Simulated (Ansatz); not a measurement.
```yaml
crystal:
  lattice:
    - [3.71131, 0.00000, 0.00000]
    - [0.00000, 4.61767, 0.00000]
    - [0.00000, 0.00000, 18.67823]
  atoms:
    - { symbol: Ge, position: [0.75000, 0.86342, 0.56843] }
    - { symbol: Ge, position: [0.25000, 0.36342, 0.43157] }
    - { symbol: S, position: [0.25000, 0.51118, 0.55588] }
    - { symbol: S, position: [0.75000, 0.01118, 0.44412] }
```

The numbers are results of PBE, rigid bands (plane waves, PAW, scalar-relativistic; Ansatz, a program for electronic structure), not measurements. Condition of this run: biaxial strain +2 %. Cell: cell and atoms relaxed with PBE, then loaded as said.

### Question
What conductivity effective mass do dilute electrons have at 300 K?

### Answer
0.82 (x), 0.30 (y) mₑ.

### Question
And the band gap?

### Answer
1.90 eV at this level; semilocal functionals usually fall short of the measured gap.

Rigid bands, one relaxation time for all states, no polarons. Spin-orbit coupling is left out; where it splits the top of the valence band it changes the hole mass and lowers the gap by about a third of the splitting.
